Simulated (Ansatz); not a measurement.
## Sn, response to strain

The reference is Sn in the diamond structure (space group Fd-3m, No. 227; a = 6.474 Å; relaxed with 0.1 eV smearing). Axes: x, y, z lie along the cube axes.

Strains are applied to the cell and any free atomic positions relax; under biaxial strain the out-of-plane vector relaxes too.

The values are results of LDA/PAW in Ansatz (a program for electronic structure), spin-orbit coupling left out, not measurements.

Notes on the quantities. energy relative to the base: free energy F.

| biaxial strain, plane normal [111], relaxed out of plane (%) | energy relative to the base (meV/atom) |
|---|---|
| -2.5 | 13.0 |
| -2.08 | 8.9 |
| -1.67 | ? |
| -1.25 | 3.1 |
| -0.83 | 1.4 |
| -0.42 | 0.3 |
| 0 | 0.0 |

Task: Fit ΔE = Aε² + Bε³ (ε in %) to the rows shown and predict the withheld row.

Result: Least squares on the printed values gives A = 1.92 and B = -0.064 meV/atom (largest residual 0.0 meV/atom); this predicts 5.7 meV/atom, and the run gives 5.7 meV/atom, in agreement.

No phonon test of stability was made.
